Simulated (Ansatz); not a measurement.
Base system: Bi$_{2}$Se$_{3}$ in the Bi2Te3 type structure (space group R-3m, No. 166; a = 4.144 Å, c = 28.448 Å (hexagonal axes)).

(Cell as relaxed with PBE-D3(BJ).)

Levels (all Ansatz, a first-principles code, PAW): PBE-D3(BJ) (420 eV, no SOC); r2SCAN+rVV10 (500 eV, without spin-orbit coupling).

Each level relaxes its own structure.

```
base                 PBE-D3(BJ)  r2SCAN+rVV10
-------------------  ----------  ------------
volume per atom        28.21 Å³      29.02 Å³
lattice parameter a  7.832 bohr    7.832 bohr
band gap                0.16 eV       0.60 eV
```

The change: cell and atoms relaxed at a pressure of 3 GPa.

```csv
quantity,PBE-D3(BJ),r2SCAN+rVV10
shortest interatomic distance,5.363 bohr,(withheld)
c/a ratio,6.760,(withheld)
band gap,zero,(withheld)
```

**Question.** What does r2SCAN+rVV10 give?

**Answer.** 
- shortest interatomic distance, r2SCAN+rVV10: 5.346 bohr
- c/a ratio, r2SCAN+rVV10: 6.884
- band gap, r2SCAN+rVV10: 0.36 eV

PBE-D3(BJ)'s shortest interatomic distance lies 0.017 bohr above r2SCAN+rVV10's (0.3 %); PBE-D3(BJ)'s c/a ratio lies 0.124 below r2SCAN+rVV10's; they disagree on the band gap. Neither level is exact; r2SCAN+rVV10 is the comparison here, not a measurement.

With Bi present, leaving out spin-orbit coupling can change the band edges. Load acts through the strain it causes; cell and atoms are relaxed under it. No phonon test of stability was made. The final runs are not spin-polarised. Gaps under 0.05 eV, about the width of the smearing, are given as zero. The zero or small gap of Bi2Se3 can change with the level of theory.
